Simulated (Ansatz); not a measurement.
What strain tensor (xx, yy, zz, yz, xz, xy) = (−2.63, −1.07, +0.78, −1.07, +1.02, +0.79) % does to In3Ru

The parent structure is In₃Ru (space group P4_2/mnm, No. 136; a = 6.9833 Å, c = 7.2336 Å; a cell from a computed database, its experimental status unchecked). Axes: x, y, z lie along a, b, c of the conventional cell.

The change: strain tensor (xx, yy, zz, yz, xz, xy) = (−2.63, −1.07, +0.78, −1.07, +1.02, +0.79) %, atoms relaxed at fixed cell.

Computed with PBEsol (Ansatz, a first-principles code, PAW, spin-orbit coupling left out). Settings: 6×6×5 k-points, 0.05 eV Fermi–Dirac smearing.

```tsv
quantity	base	changed	shift
volume per atom	22.05 Å³	21.40 Å³	-0.65 Å³
space group	P4_2/mnm (No. 136)	P-1 (No. 2)	–
shortest interatomic distance	2.645 Å	2.576 Å	-0.069 Å
energy relative to the base (free energy F)	0 meV/atom	+16 meV/atom	+16 meV/atom
pressure (mean of the normal stresses, compression positive)	0.00 GPa	3.48 GPa	+3.48 GPa
band gap (uncertain: the edges found look like a band crossing or inverted bands; both cells)	0.23 eV	0.10 eV	-0.121 eV
largest internal atomic displacement	–	0.026 Å	–
stress (xx, yy, zz, yz, xz, xy; compression positive)	–	(5.05, 3.37, 2.02, 1.56, -1.57, -1.13) GPa	–
```

Cost of the whole job for the changed cell (relaxation, final SCF and bands): around 26 core-minutes (rough).

Whether these cells are dynamically stable was not tested.
